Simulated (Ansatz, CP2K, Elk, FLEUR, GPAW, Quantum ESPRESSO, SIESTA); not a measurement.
## CdIn (P-6m2, 2 atoms in the cell) computed with different codes at matched settings

Self-consistent single point, at a second geometry (lattice scaled by 0.98). First geometry:

```yaml
crystal:
  lattice:
    - [3.21861, 0.00000, 0.00000]
    - [-1.60931, 2.78740, 0.00000]
    - [0.00000, 0.00000, 5.91615]
  atoms:
    - { symbol: Cd, position: [0.00000, 0.00000, 0.50000] }
    - { symbol: In, position: [0.66667, 0.33333, 0.00000] }
```

Shared settings, as Ansatz (a program for electronic structure) writes them: kpoints.mp_grid.grid = 8 8 4; scf.occupations.method = fermi_dirac; scf.occupations.width = 0.0073 Ry. Potentials and cutoffs stand in the table.

| code | model | ΔF from the first geometry (meV/atom) | pressure (GPa) | cutoff |
|---|---|---|---|---|
| FLEUR | PBEsol, all-electron FLAPW (FLEUR), scalar-relativistic valence | -28.4 | – | Kmax 3.8 1/bohr |
| Elk | PBEsol, all-electron FP-LAPW, Elk's shipped species files, APW+lo basis with extra local orbitals | -30.5 | – | rgkmax 7.5 |
| SIESTA | GGA PBEsol, numerical atomic orbitals DZP, PseudoDojo PBEsol standard norm-conserving potentials (rewritten from UPF to PSML) | -48.0 | -3.68 | grid 350 Ry |
| CP2K | PBEsol, GPW, DZVP-MOLOPT-SR-GTH basis, GTH-PBE potentials (GTH_POTENTIALS) | -23.7 | -1.39 | grid 500 Ry |
| Ansatz | PBEsol, PAW files made with PBE | -28.5 | -1.99 | 30.9 Ry |
| GPAW | PBEsol, GPAW PAW datasets PBEsol (made by gpaw-setup) | -31.5 | -2.53 | 550 eV |
| Quantum ESPRESSO | PBEsol, GBRV 1.5 ultrasoft (PBESOL) pseudopotentials | -27.6 | -2.69 | 40 Ry |

For Quantum ESPRESSO (by 0.8 GPa) the energy change implies a higher mean pressure, against the two pressures, than for the other programs: a sign of finite-basis (Pulay) stress.

A dash marks a value that a program does not give, or that is left out as unsure.

The spread over the programs that give each value: ΔF from the first geometry within 24.3 meV/atom; pressure within 2.29 GPa.

SIESTA and CP2K use small atom-centred bases, whose incompleteness enters pressures, forces and empty levels differently from a plane-wave cutoff. FLEUR and Elk treat all electrons, but the usual bases taken here (sphere radii, linearisation, local orbitals, empty states) were not tested for convergence, so the values are no reference for the others. Ansatz's pressure is given at a fixed set of plane waves, as the other plane-wave codes print theirs. In the pressure, SIESTA (by 1.15) and CP2K (by 1.14) lie more than 1 GPa from the median of the plane-wave programs.

The starting cell comes from a database of computed structures (which also holds hypothetical and non-ambient phases and stackings), without a prior relaxation at this level. Its lattice was rescaled by a random factor within 2.5 % of one. For this run, on top of that: lattice scaled by 0.98.

Keys are those of Ansatz 0.2.
